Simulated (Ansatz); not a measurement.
By PBEsol, the system below comes out a metal.

Here is the system:

```
HfN
1.0
    3.19027     0.00000     0.00000
    0.00000     3.19027     0.00000
    1.59513    -1.59513     2.25586
Hf N
1 1
Direct
  0.00000   0.00000   0.00000
  0.50000   0.50000   0.00000
```

Space group of this cell: Fm-3m, rock salt. The cell is taken as given; by PBEsol its mean pressure is -1.9 GPa.

The current runs along the normal of the first two printed vectors, the (001) plane. All runs by Ansatz (a quantum-chemistry and plane-wave program), plane waves and PAW, without spin-orbit coupling; the base is PBEsol.

```tsv
run	mean pressure (GPa)	G/A, both spins (10¹⁵ S/m²)
base	-1.9	1.08
all lengths scaled by 0.98	17.1	1.13
all lengths scaled by 1.02	-16.3	1.03
lengths across the current scaled by 0.98, ions clamped	10.5	…
lengths across the current scaled by 1.02, ions clamped	-11.7	…
lengths along the current scaled by 0.97, ions clamped	7.7	1.14
lengths along the current scaled by 1.03, ions clamped	-9.0	…
```

Question: What belongs in the gaps?

Answer: 
- lengths across the current scaled by 0.98, ions clamped, G/A, both spins (10¹⁵ S/m²): 1.07
- lengths across the current scaled by 1.02, ions clamped, G/A, both spins (10¹⁵ S/m²): 1.07
- lengths along the current scaled by 1.03, ions clamped, G/A, both spins (10¹⁵ S/m²): 1.01
